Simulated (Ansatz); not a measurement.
**A computed series for HfSiSe: pressure series**

Consider HfSiSe (space group P4/nmm, No. 129).

```cif
data_Hf2Se2Si2
_chemical_formula_sum 'Hf2 Si2 Se2'
_space_group_name_H-M_alt 'P 1'
_space_group_IT_number 1
_cell_length_a 3.57640
_cell_length_b 3.57640
_cell_length_c 8.25557
_cell_angle_alpha 90.000
_cell_angle_beta 90.000
_cell_angle_gamma 90.000
loop_
_space_group_symop_operation_xyz
  'x, y, z'
loop_
_atom_site_label
_atom_site_type_symbol
_atom_site_fract_x
_atom_site_fract_y
_atom_site_fract_z
_atom_site_occupancy
Hf1 Hf 0.00000 0.50000 0.74453 1
Hf2 Hf 0.50000 0.00000 0.25547 1
Si1 Si 0.00000 0.00000 0.00000 1
Si2 Si 0.50000 0.50000 0.00000 1
Se1 Se 0.50000 0.00000 0.62081 1
Se2 Se 0.00000 0.50000 0.37919 1
```

Cell and atoms are relaxed at each pressure.

Computed with Ansatz (a quantum-chemistry and plane-wave program) PBEsol, no SOC.

Notes on the quantities. enthalpy: H = E + PV relative to the base's energy.

```
case                   enthalpy  shortest interatomic distance
----------------  -------------  -----------------------------
base                          –                        2.529 Å
pressure 0.3 GPa  +0.03 eV/atom                        2.527 Å
pressure 0.7 GPa  +0.08 eV/atom                        2.526 Å
pressure 1.5 GPa  +0.16 eV/atom                              …
```

Q: Fill in the withheld entries from the trend.

A: 
- pressure 1.5 GPa, shortest interatomic distance: 2.521 Å

Load acts through the strain it causes; cell and atoms are relaxed under it. Stability against distortions was not tested. The final runs are not spin-polarised.
